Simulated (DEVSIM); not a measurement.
System: abrupt Si p-n junction, at 300 K.

Layer 1 from the left is Si, thickness (μm) 16.0, Na (cm⁻³) 4.3e18, τn (s) 5.1e-5, τp (s) 5.1e-5. Layer 2 from the left is Si, thickness (μm) 37.0, Nd (cm⁻³) 2.5e17, τn (s) 5.1e-5, τp (s) 5.1e-6.

Left contact: ohmic. Right contact: ohmic. Voltage is applied to the left contact. Recombination: SRH at mid-gap, Auger. Gap narrowing is on: ΔEg = 6.92 meV × (l + √(l² + 0.5)), l = ln(N/1.3e17 cm⁻³), shared equally by both band edges. Mobility is μmin + (μ − μmin)/(1 + (N/Nref)^α).

Constants are typed, rounded textbook-type inputs, not results; the design itself was drawn at random and stands for no fabricated device. Values at 300 K.

Si: gap (eV) 1.124, affinity (eV) 4.05, permittivity 11.7, Nc (cm⁻³) 2.86e19, Nv (cm⁻³) 3.1e19, μn (cm²/Vs) 1417, μp (cm²/Vs) 470, μn,min 52, μp,min 45, Nref,n 9.7e16, Nref,p 2.2e17, αn 0.68, αp 0.72, Cn (cm⁶/s) 2.8e-31, Cp (cm⁶/s) 9.9e-32.

DEVSIM, 1D drift-diffusion, Boltzmann statistics, complete ionisation; no tunnelling, impact ionisation, image-force lowering or self-heating.

Task: What does the simulation give for the dark forward voltage at 100 A/cm², the dark forward voltage at 1 A/cm², the largest field in the device at zero bias, the potential step across the device at zero bias?

Result: dark forward voltage at 100 A/cm² 0.876 V; dark forward voltage at 1 A/cm² 0.744 V; largest field in the device at zero bias 250000 V/cm; potential step across the device at zero bias 0.920 V.
